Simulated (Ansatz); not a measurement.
## Cr3PdN (Pm-3m, No. 221, 5 atoms in the cell; start mp-10373): bulk modulus B0 by level of theory

No measured value is used here.

```
level (code)     value (GPa)  cell (Å³/atom)
---------------  -----------  --------------
LDA (Ansatz)             305           10.59
PBEsol (Ansatz)          285           10.86
r²SCAN (Ansatz)          278           11.03
```

The crystal itself was run without spin with LDA, PBEsol, r²SCAN; a magnetic state was not tried in these runs. LDA, PBEsol, r²SCAN: the run has no spin polarisation, so it can have missed a magnetic state. LDA, PBEsol, r²SCAN: the bulk modulus is −V dP/dV from two relaxed cells at ±2 % in volume. LDA, PBEsol, r²SCAN: the relaxation could not lower the start's symmetry, so the cell can be a saddle point above a distorted one. Each level is taken at its own relaxed cell. Cutoffs differ between the levels. Ansatz's density-functional and Hartree–Fock values are scalar-relativistic unless marked +SOC, with PAW data made under PBE.

A start named mp-… is a Materials Project structure, which need not be a measured phase.

Ansatz is a first-principles code.
